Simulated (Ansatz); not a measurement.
End structure of a constructed model of the (0001) surface of hcp Mg, a pseudomorphic layer of Pt in the host's stacking (bottom of the slab: a bare face, its two planes held):

```xyz
7
Lattice="3.1990 0.0000 0.0000 -1.5995 2.7704 0.0000 0.0000 0.0000 31.5000" Properties=species:S:1:pos:R:3 pbc="T T T"
Mg     1.5995     0.9235     8.1647
Mg     0.0000     1.8470    10.7543
Mg     1.5995     0.9235    13.3742
Mg     0.0000     1.8470    15.9756
Mg     1.5995     0.9235    18.5771
Mg     0.0000     1.8470    21.2247
Pt     1.5995     0.9235    23.0649
```

Slab: 7 atoms, 15.2 Å thick at the start; k 13x13x1, smearing 0.1 eV, dipole-corrected; 2 atoms held, the rest relaxed; held to the start's symmetry, so lower structures may exist; no spin, no spin-orbit, no U. It is one candidate, not shown to be the stable structure of the face.

**Question.** What work function of the top face does PBE run with Ansatz (a program for electronic structure) give?

**Answer.** 4.93 eV
